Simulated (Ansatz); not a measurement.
# WSe2 in the 2H-MoS2 type structure (space group P6_3/mmc, No. 194; layered, stacked along the Cartesian z axis)

```cif
data_Se4W2
_chemical_formula_sum 'W2 Se4'
_space_group_name_H-M_alt 'P 1'
_space_group_IT_number 1
_cell_length_a 3.27906
_cell_length_b 3.27906
_cell_length_c 12.78607
_cell_angle_alpha 90.000
_cell_angle_beta 90.000
_cell_angle_gamma 120.000
loop_
_space_group_symop_operation_xyz
  'x, y, z'
loop_
_atom_site_label
_atom_site_type_symbol
_atom_site_fract_x
_atom_site_fract_y
_atom_site_fract_z
_atom_site_occupancy
W1 W 0.33333 0.66667 0.25000 1
W2 W 0.66667 0.33333 0.75000 1
Se1 Se 0.33333 0.66667 0.61827 1
Se2 Se 0.66667 0.33333 0.11827 1
Se3 Se 0.66667 0.33333 0.38173 1
Se4 Se 0.33333 0.66667 0.88173 1
```

Calculations: plane-wave PAW DFT at the PBE-D3(BJ) level (Ansatz, a quantum-chemistry and plane-wave program, 420 eV), spin-orbit coupling left out. k-mesh 12×12×3 (Γ-centred); smearing 0.05 eV (Fermi–Dirac).

The volume per atom is 19.84 Å³ and the density is 9.53 g/cm³. The band gap comes out as 0.87 eV, indirect, Γ → K–Γ (47 % along), the hole mass is 1.3 mₑ along c, 0.70 mₑ across and the total energy is -7108.669 eV/atom (σ→0; compares only within this code and set-up).

Spin-orbit coupling, missing from the scalar runs, can matter with W. Masses are band curvatures over ±0.01 Å⁻¹ around the edge. Whether these cells are dynamically stable was not tested.
